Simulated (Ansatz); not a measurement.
Amorphous IGZO (In12Ga12Zn12O49), 85 atoms at 5.58 g/cm³, one PBE-relaxed geometry, zone centre. Methods: PBE, scalar-relativistic without spin-orbit coupling (Ansatz, a quantum-chemistry and plane-wave program); r2SCAN, scalar-relativistic without spin-orbit coupling (Ansatz); HSE06, scalar-relativistic without spin-orbit coupling (Ansatz). Plane waves to 420 eV (r2SCAN 500 eV); exact exchange is cut at the cell's faces. The usual formal charges leave 2 holes over, so the level spacing at the Fermi energy parts defect or band states and needn't be the band gap. At PBE the levels at the filled edge of the gap are localised (band-tail or defect states). The higher rungs were started with moments on some atoms, which died out.

It comes from a first-principles melt-quench run, relaxed afterwards. The hot cell started wider than the set density and was brought back towards it in steps. It is a model cell: composition and starting density were chosen by hand, and all elements were melted together. No dispersion term was used. Its density started from a set value of 5.58 and ended at 5.58 g/cm³. The simulated quench (nominally 1100 K/ps over its main leg) is rapid and tends to freeze in more defects than a deposited or slowly cooled glass has. A cell of this size samples the disorder only roughly. The volume was held where the preparation left it and the shape relaxed, at a PBE pressure of 3.0 GPa. Stress components on the final sampling reach 3.1 GPa.

The relaxation ran on the zone centre alone. At PBE the level spacing at the Fermi energy is 0.53 eV on a 2×2×2 Γ-centred mesh, and the spacing at the zone centre alone 0.56 eV.

Problem. What zone-centre spacing does r2SCAN give, roughly?

Solution. 1.01 eV (+0.45 eV against PBE).

Problem. What zone-centre spacing does HSE06 give, roughly?

Solution. 2.17 eV (+1.61 eV against PBE).

The highest filled and the lowest empty state spread over these numbers of atoms (participation numbers): PBE: 4.4 and 76.8; r2SCAN: 4.6 and 75.2; HSE06: 4.9 and 74.2.
